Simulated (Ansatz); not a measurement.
Given:

```yaml
crystal:
  lattice:
    - [3.35642, 0.00000, 0.00000]
    - [-1.67821, 2.90675, 0.00000]
    - [0.00000, 0.00000, 6.75637]
  atoms:
    - { symbol: Ti, position: [0.00000, 0.00000, 0.00000] }
    - { symbol: Ti, position: [0.00000, 0.00000, 0.50000] }
    - { symbol: Se, position: [0.33333, 0.66667, 0.25000] }
    - { symbol: Se, position: [0.66667, 0.33333, 0.75000] }
```

Level of theory: PBEsol, DFPT electron-phonon coupling, linearised Boltzmann equation (plane waves, PAW, scalar-relativistic; Ansatz, a program for electronic structure). Cell: relaxed with this functional, without spin-orbit coupling.

Task: What phonon-limited resistivity does this give at 300 K?

Result: 43 (x), 43 (y), 36 (z) μΩ·cm.

A metal at this level (no band gap). Only scattering by harmonic phonons is included (no impurities, grain boundaries, electron-electron scattering or thermal expansion). Spin-orbit coupling is left out. The run warned that the eigensolver left some states short of its tolerance. Halving the electron mesh (28x28x12) moves the resistivity by up to 6 % at 300 K. Smearing 0.20 eV; phonons on a 5x5x2 q mesh, which this run doesn't test.

Formula and space group known from diffraction (Crystallography Open Database), not checked to be the room-temperature form: TiSe (P6_3/mmc).
